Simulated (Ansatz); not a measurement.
For LuAu2 (I4/mmm, No. 139; structure not from a measured cell), LDA (Ansatz, a first-principles code, PAW) gives:

```
Property              Result
-------------------  -------
lattice constant a   3.579 Å
lattice parameter c  8.753 Å
```

Problem. What does r²SCAN (plane waves, PAW; Ansatz) give for the same quantities?

Solution. 
- lattice constant a: 3.651 Å (goes up by 2.0 %)
- lattice parameter c: 8.910 Å (increases by 1.8 %)

Changes are worked out from the printed values.

Unless a cell is named, each level is at its own relaxed cell (LDA 18.68, r²SCAN 19.79 Å³/atom).

Levels without +SOC leave out spin–orbit coupling, which shifts energies and cells of such heavy elements.

Caveats: the relaxation could not lower the start's symmetry, so the cell can be a saddle point above a distorted one (LDA, r²SCAN). Ansatz's density-functional and Hartree–Fock values are scalar-relativistic unless marked +SOC, with PAW data made under PBE.
